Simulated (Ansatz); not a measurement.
## InAgTe2: response to strain

Take InAgTe₂ in the chalcopyrite structure (space group I-42d, No. 122) as the base.

```
CELL_PARAMETERS angstrom
     -3.17677     3.17677     6.31871
      3.17677    -3.17677     6.31871
      3.17677     3.17677    -6.31871
ATOMIC_POSITIONS crystal
  In 0.50000 0.50000 0.00000
  In 0.25000 0.75000 0.50000
  Te 0.37500 0.36482 0.48982
  Te 0.63518 0.12500 0.01018
  Te 0.87500 0.88518 0.51018
  Te 0.11482 0.62500 0.98982
  Ag 0.00000 0.00000 0.00000
  Ag 0.75000 0.25000 0.50000
```

Cartesian axes are those of the cell as printed.

Strains are applied to the cell and any free atomic positions relax.

Computed with Kohn–Sham DFT with the LDA functional, run in Ansatz (a program for electronic structure) with PAW and 420 eV plane waves, scalar-relativistic without spin-orbit coupling.

Notes on the quantities. energy relative to the base: free energy F.

```tsv
change	largest internal atomic displacement	energy relative to the base	shortest interatomic distance
base	–	0 meV/atom	2.709 Å
tensor shear ε_xz = +1.60 %	0.036 Å	(withheld)	2.709 Å
tensor shear ε_xz = +1.20 %	(withheld)	+1.3 meV/atom	2.709 Å
tensor shear ε_xz = +0.40 %	–	+0.1 meV/atom	2.709 Å
tensor shear ε_xz = +0.80 %	0.017 Å	+0.6 meV/atom	2.708 Å
```

What belongs in the blanks?


- tensor shear ε_xz = +1.60 %, energy relative to the base: +2.3 meV/atom
- tensor shear ε_xz = +1.20 %, largest internal atomic displacement: 0.026 Å

Stability against distortions was not tested. All final runs are without spin polarisation.
